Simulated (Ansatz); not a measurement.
Base system: La2O3 (space group P-3m1, No. 164; a = 3.906 Å, c = 6.040 Å). Axes: x lies along a and z along c of the hexagonal cell.

One thing is altered: the cell is stretched by 4.61 % along z with no lateral relaxation, atoms relaxed at fixed cell.

Levels (all Ansatz, a first-principles code, PAW): PBEsol (420 eV, no spin-orbit coupling); PBEsol+SOC (420 eV, spin-orbit coupling included).

The geometry is relaxed with PBEsol.

| Item | Result |
|---|---|
| PBEsol gap character | indirect, H–A (29 % along) → M |
| PBEsol band gap | 3.78 eV |
| PBEsol smallest direct gap | 3.85 eV |

### Question
What does PBEsol+SOC give at this geometry for the gap character, band gap and smallest direct gap?

### Answer
The gap character remains indirect, H–A (29 % along) → M; the band gap falls by 0.01 eV, from 3.78 eV to 3.77 eV; the smallest direct gap drops by 0.01 eV (3.85 eV → 3.84 eV).

Single points use the geometry relaxed with PBEsol. Differences between runs with and without spin-orbit coupling are approximate. The cells carry an imposed strain or load. Stability against distortions was not tested.
